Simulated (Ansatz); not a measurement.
OH on the 1x1 (100) surface of bcc Nb, one in a 2x2 cell, started at the site 'hollow Nb-Nb-Nb-Nb over Nb at depth 1.4 Å'

The numbers are results of PBE (plane waves to 420 eV, PAW; Ansatz, a quantum-chemistry and plane-wave program), not measurements.

Slab: 22 atoms, 6.2 Å thick at the start under the adsorbate (thin: gaps and levels are the slab's own); k 4x4x1, smearing 0.1 eV, dipole-corrected; 8 atoms held, the rest relaxed; held to the start's symmetry, so lower structures may exist; no spin, no spin-orbit, no U, no dispersion correction. At the end it is bonded to 2 Nb. In PBE it is, or lies within 0.03 eV of, the lowest of the starts that converged.

```yaml
adsorption energy against H2O(g) − ½ H2(g): -1.53 eV
work_function_of_the_top_face: 3.40 eV
change_of_the_work_function: -0.20 eV
change_of_the_step_from_the_bottom_to_the_top_vacuum_level_against_the_clean_slab: -0.20 eV
energy_released_by_relaxation: 0.89 eV
height of the binding atom over the mean of the host atoms within 0.3 Å of the top one: 165.7 pm
nearest_host_atoms_of_the_binding_atom: Nb at 2.16 Å, Nb at 2.16 Å, Nb at 3.58 Å
largest_move_of_a_host_atom: 0.22 Å
caution: the clean host was not checked against rearrangement in a larger or rattled cell
note: in the relaxation the adsorbate left its starting site by 1.7 Å
cost: about 40 core-minutes (a rough figure)
```

A negative adsorption energy means that the adsorbate is more stable on the surface than in its reference.
